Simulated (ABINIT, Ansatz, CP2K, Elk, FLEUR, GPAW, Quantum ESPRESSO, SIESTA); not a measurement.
# One structure in several programs: Sr (Fm-3m, 1 atom in the cell)

Self-consistent single point, at a second geometry (lattice scaled by 0.98). First geometry:

```
Sr
1.0
    0.00000     2.97586     2.97586
    2.97586     0.00000     2.97586
    2.97586     2.97586     0.00000
Sr
1
Direct
  0.00000   0.00000   0.00000
```

Shared settings, as Ansatz (a first-principles code) writes them: kpoints.mp_grid.grid = 8 8 8; scf.occupations.method = fermi_dirac; scf.occupations.width = 0.0073 Ry. Potentials and cutoffs stand in the table.

```tsv
code	model	ΔF from the first geometry (meV/atom)	pressure (GPa)	cutoff
FLEUR	PBE, all-electron FLAPW (FLEUR), scalar-relativistic valence	18.8	–	Kmax 3.8 1/bohr
SIESTA	GGA PBE, numerical atomic orbitals DZP, PseudoDojo PBE standard norm-conserving potentials (rewritten from UPF to PSML)	111.9	6.93	grid 400 Ry
Elk	PBE, all-electron FP-LAPW, Elk's shipped species files, APW+lo basis with extra local orbitals	20.3	–	rgkmax 8
Quantum ESPRESSO	PBE, PSlibrary ultrasoft (PBE, semicore) pseudopotentials	18.9	1.42	45 Ry
GPAW	PBE, GPAW PAW datasets PBE (gpaw-data 1.0.1)	20.7	1.53	600 eV
CP2K	PBE, GPW, DZVP-MOLOPT-SR-GTH basis, GTH-PBE potentials (GTH_POTENTIALS)	26.3	1.86	grid 500 Ry
ABINIT	PBE, norm-conserving pseudopotentials (PseudoDojo nc-sr-05 PBE standard)	18.8	1.43	68 Ry
Ansatz	PBE, default PAW files	18.8	1.44	default
```

A dash marks a value that a program does not give, or that is left out as unsure.

The spread over the programs that give each value: ΔF from the first geometry within 93.1 meV/atom; pressure within 5.51 GPa.

SIESTA and CP2K use small atom-centred bases, whose incompleteness enters pressures, forces and empty levels differently from a plane-wave cutoff. FLEUR and Elk treat all electrons, but the usual bases taken here (sphere radii, linearisation, local orbitals, empty states) were not tested for convergence, so the values are no reference for the others. Ansatz's pressure is given at a fixed set of plane waves, as the other plane-wave codes print theirs. In the pressure, SIESTA (by 5.50) lies more than 1 GPa from the median of the plane-wave programs.

The starting cell has typed, rounded lattice constants, without a prior relaxation at this level. Its lattice was rescaled by a random factor within 2.5 % of one. For this run, on top of that: lattice scaled by 0.98.

Keys are those of Ansatz 0.2.
